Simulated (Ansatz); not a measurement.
BaS under a change: biaxial strain −1.50 %, plane normal [001], relaxed out of plane

Consider BaS in the rock salt structure (space group Fm-3m, No. 225; a = 6.331 Å). Axes: x, y, z lie along the cube axes.

Perturbation: compressive biaxial strain of 1.50 % in the plane normal to [001], as in epitaxy on a mismatched substrate; the out-of-plane cell vector and the atoms relax.

All numbers come from Kohn–Sham DFT with the PBEsol functional, run in Ansatz (a first-principles code) with PAW and 420 eV plane waves, scalar-relativistic without spin-orbit coupling. k-mesh 9×9×9 (Γ-centred); smearing 0.05 eV (Fermi–Dirac).

| quantity | base | changed | shift |
|---|---|---|---|
| volume per atom | 31.73 Å³ | 30.94 Å³ | -0.783 Å³ |
| space group | Fm-3m (No. 225) | I4/mmm (No. 139) | – |
| shortest interatomic distance | 3.166 Å | 3.118 Å | -0.0475 Å |
| energy relative to the base (free energy F) | 0 meV/atom | +5.5 meV/atom | +5.5 meV/atom |
| pressure (mean of the normal stresses, compression positive) | 0.01 GPa | 1.29 GPa | +1.28 GPa |
| band gap | 2.04 eV | 1.96 eV | -0.074 eV |
| gap character | – | indirect, Γ → X | – |
| electron mass | 1.3 mₑ along k, 0.32 mₑ across (at X) | 1.3 mₑ along k, 0.31 mₑ across (at X) | – |
| valence-band top at Γ (three highest levels, from the VBM) | 0.00, 0.00, 0.00 eV | 0.00, 0.00, -0.07 eV | – |
| valley order (the lowest conduction-band minima on the path, energy above the VBM, named in the base's zone) | X along ⟨100⟩ 2.04 eV | X along [100] 1.96 eV; X along [001] 1.98 eV | – |
| out-of-plane strain | – | +0.53 % | – |
| ratio −ε⊥/ε∥ | – | 0.35 | – |
| mean in-plane stress (compression positive) | – | +1.9 GPa | – |

Final structure (turned so that z lies along the plane normal):

```
BaS
1.0
    4.40986     0.00000     0.00000
    0.00000     4.40986     0.00000
    2.20493    -2.20493     3.18240
Ba S
1 1
Cartesian
  0.00000   0.00000   0.00000
  2.20493   2.20493   0.00000
```

Effective masses come from finite differences of ±0.01 Å⁻¹. Along k means along the line from Γ to the band edge. Stability against distortions was not tested. Labels are those of the standard path for the cell's own space group.
